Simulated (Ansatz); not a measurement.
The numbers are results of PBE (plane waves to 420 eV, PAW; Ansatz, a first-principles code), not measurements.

Planar average of the electrostatic potential across the slab, in eV from the Fermi level, for SiH3 on the (111) surface of germanium (2x2 Ge adatom at T4; a constructed slab, bottom: 4 H on 4 bottom sites), one in a cell of 57 Å², started at the site 'top Ge #2':

(z (Å), V (eV)): (5.36, 4.40); (5.66, 4.40); (5.96, 4.40); (6.25, 4.40); (6.55, 4.40); (6.85, 4.40); (7.15, 4.40); (7.44, 4.40); (7.74, 4.39); (8.04, 4.38); (8.34, 4.36); (8.64, 4.30); (8.93, 4.16); (9.23, 3.82); (9.53, 2.74); (9.83, 2.08); (10.12, 2.46); (10.42, 1.06); (10.72, -2.03); (11.02, -4.96); (11.32, -7.38); (11.61, -8.87); (11.91, -8.54); (12.21, -6.53); (12.51, -4.00); (12.80, -1.01); (13.10, 1.52); (13.40, 2.14); (13.70, 1.09); (14.00, -1.75); (14.29, -4.70); (14.59, -7.17); (14.89, -8.88); (15.19, -8.79); (15.48, -6.94); (15.78, -4.44); (16.08, -1.47); (16.38, 1.25); (16.68, 2.13); (16.97, 1.38); (17.27, -1.27); (17.57, -4.45); (17.87, -7.12); (18.16, -8.81); (18.46, -8.84); (18.76, -7.07); (19.06, -4.61); (19.36, -1.86); (19.65, 0.69); (19.95, 1.92); (20.25, 1.39); (20.55, -0.38); (20.84, -3.10); (21.14, -5.51); (21.44, -7.77); (21.74, -8.72); (22.04, -8.08); (22.33, -5.82); (22.63, -3.12); (22.93, -0.50); (23.23, 0.85); (23.52, 1.08); (23.82, 0.95); (24.12, 0.67); (24.42, 0.72); (24.72, 1.02); (25.01, 1.10); (25.31, 2.36); (25.61, 3.55); (25.91, 3.97); (26.20, 4.14); (26.50, 4.21); (26.80, 4.24); (27.10, 4.25); (27.40, 4.25); (27.69, 4.26); (27.99, 4.26); (28.29, 4.26); (28.59, 4.26); (28.88, 4.26); (29.18, 4.26); (29.48, 4.26)

Set-up: 41 atoms, 13.7 Å thick at the start with caps and adatoms under the adsorbate (thin: gaps and levels are the slab's own); mesh 3x3x1; 0.01 eV smearing; dipole correction on; 20 atoms held, the rest relaxed; symmetry of the start imposed; spin-polarised, ending with about 0.8 μB a cell, a value that depends on the mesh; orders that need a larger cell were not tried, no spin-orbit, no U, no dispersion correction. The slab shows no gap over 0.04 eV on its mesh. At the end it is bonded to Ge. In PBE it is, or lies within 0.03 eV of, the lowest of the starts that converged.

The vacuum level lies 4.26 eV above the Fermi level over the top face and 4.40 eV above it under the bottom face.
